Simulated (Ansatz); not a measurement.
System: O-vacancy pair (O on one host C site, one C site vacant) in 3C silicon carbide (neutral cell). Method: PBE, PAW (plane waves to 420 eV; Ansatz, a quantum-chemistry and plane-wave program).

Settings: 64 host sites, the relaxed PBE lattice, a 2×2×2 k-point mesh shifted by half a step, smearing 0.01 eV, spin-restricted, no image-charge correction. Static, classical nuclei. The charge state is imposed; whether it is stable for some Fermi level was not computed. Forms of the defect that were not tried may lie lower.

Barriers: single points on a 3×3×3 k-point mesh shifted by half a step at the bands' geometries.

The step: a nearby C atom hops onto the vacant site (O-vacancy distance between ideal sites 3.10 → 5.36 Å) (strongly reconstructed ends). Atoms about the jump, Cartesian Å from the middle of the jump, before and after:

```json
[
 {"atom": "C1", "x0": "-1.14", "y0": "-0.02", "z0": "-1.08", "x1": "1.14", "y1": "0.02", "z1": "1.08"},
 {"atom": "Si2", "x0": "-0.12", "y0": "1.06", "z0": "0.09", "x1": "-0.19", "y1": "1.10", "z1": "0.01"},
 {"atom": "Si3", "x0": "2.09", "y0": "-1.23", "z0": "0.13", "x1": "2.20", "y1": "-1.12", "z1": "0.07"},
 {"atom": "Si4", "x0": "0.01", "y0": "-1.13", "z0": "-2.11", "x1": "-0.09", "y1": "-1.23", "z1": "-1.99"},
 {"atom": "Si5", "x0": "0.33", "y0": "-0.55", "z0": "1.70", "x1": "-0.34", "y1": "-0.77", "z1": "1.82"},
 {"atom": "C6", "x0": "1.10", "y0": "-2.27", "z0": "-1.07", "x1": "1.14", "y1": "-2.27", "z1": "-0.99"},
 {"atom": "Si7", "x0": "-2.17", "y0": "-1.12", "z0": "0.07", "x1": "-2.02", "y1": "-1.14", "z1": "0.04"},
 {"atom": "C8", "x0": "-1.01", "y0": "-2.14", "z0": "1.13", "x1": "-1.08", "y1": "-2.34", "z1": "1.19"},
 {"atom": "C9", "x0": "1.08", "y0": "2.12", "z0": "-0.98", "x1": "1.09", "y1": "2.16", "z1": "-1.02"},
 {"atom": "Si10", "x0": "0.00", "y0": "-3.30", "z0": "0.07", "x1": "0.03", "y1": "-3.35", "z1": "0.09"},
 {"atom": "Si11", "x0": "2.19", "y0": "1.04", "z0": "-2.08", "x1": "2.18", "y1": "1.04", "z1": "-2.09"},
 {"atom": "C12", "x0": "3.25", "y0": "-0.06", "z0": "-0.97", "x1": "3.30", "y1": "-0.04", "z1": "-1.02"},
 {"atom": "C13", "x0": "1.10", "y0": "-0.06", "z0": "-3.23", "x1": "1.04", "y1": "-0.08", "z1": "-3.17"},
 {"atom": "Si14", "x0": "2.09", "y0": "1.02", "z0": "2.38", "x1": "2.20", "y1": "1.06", "z1": "2.26"},
 {"atom": "C15", "x0": "-1.14", "y0": "2.23", "z0": "1.17", "x1": "-1.12", "y1": "2.23", "z1": "1.21"},
 {"atom": "Si16", "x0": "-2.21", "y0": "1.07", "z0": "-2.13", "x1": "-2.06", "y1": "1.16", "z1": "-2.00"},
 {"atom": "O17", "x0": "1.29", "y0": "-2.41", "z0": "3.56", "x1": "1.26", "y1": "-2.37", "z1": "3.52"}
]
```

Q: Give the saddle-point geometry and the barrier.

A: 
| atom | x | y | z |
|---|---|---|---|
| C1 | 0.31 | -0.35 | -0.11 |
| Si2 | 0.03 | 1.39 | 0.04 |
| Si3 | 2.08 | -1.15 | -0.02 |
| Si4 | 0.11 | -1.16 | -1.90 |
| Si5 | 0.03 | -0.87 | 1.78 |
| C6 | 1.19 | -2.44 | -1.07 |
| Si7 | -2.22 | -1.13 | 0.07 |
| C8 | -1.15 | -2.27 | 1.14 |
| C9 | 1.18 | 2.31 | -1.05 |
| Si10 | 0.00 | -3.35 | 0.08 |
| Si11 | 2.21 | 1.09 | -2.10 |
| C12 | 3.28 | -0.04 | -1.02 |
| C13 | 1.08 | -0.05 | -3.16 |
| Si14 | 2.07 | 1.02 | 2.24 |
| C15 | -1.13 | 2.25 | 1.21 |
| Si16 | -2.16 | 1.02 | -1.99 |
| O17 | 1.25 | -2.39 | 3.60 |
It lies 4.44 eV above the start and 2.93 eV above the end. The saddle point's order was not checked.
